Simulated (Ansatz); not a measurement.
Start from CdTe in the zinc blende structure (space group F-43m, No. 216; a = 6.558 Å). Axes: x, y, z lie along the cube axes.

Method: r2SCAN/PAW in Ansatz (a first-principles code), no spin-orbit coupling.

Strains are applied to the cell and any free atomic positions relax; under biaxial strain the out-of-plane vector relaxes too.

One change was made to it. Results:

| quantity | base | after |
|---|---|---|
| band gap | 1.17 eV | 1.03 eV |
| gap character | direct at Γ | direct at Γ |

### Question
What was done to the base?
A) biaxial strain +3.00 %, plane normal [001], relaxed out of plane
B) biaxial strain +1.00 %, plane normal [001], relaxed out of plane
C) biaxial strain +2.00 %, plane normal [001], relaxed out of plane
D) biaxial strain +0.50 %, plane normal [001], relaxed out of plane

### Answer
C, biaxial strain +2.00 %, plane normal [001], relaxed out of plane. For comparison, the band gap in the other runs: biaxial strain +1.00 %, plane normal [001], relaxed out of plane gives 1.09 eV; biaxial strain +3.00 %, plane normal [001], relaxed out of plane gives 0.96 eV; biaxial strain +0.50 %, plane normal [001], relaxed out of plane gives 1.13 eV.

Spin-orbit coupling, missing from the scalar runs, can matter with Te. Stability against distortions was not tested. Labels are those of the standard path for the cell's own space group.
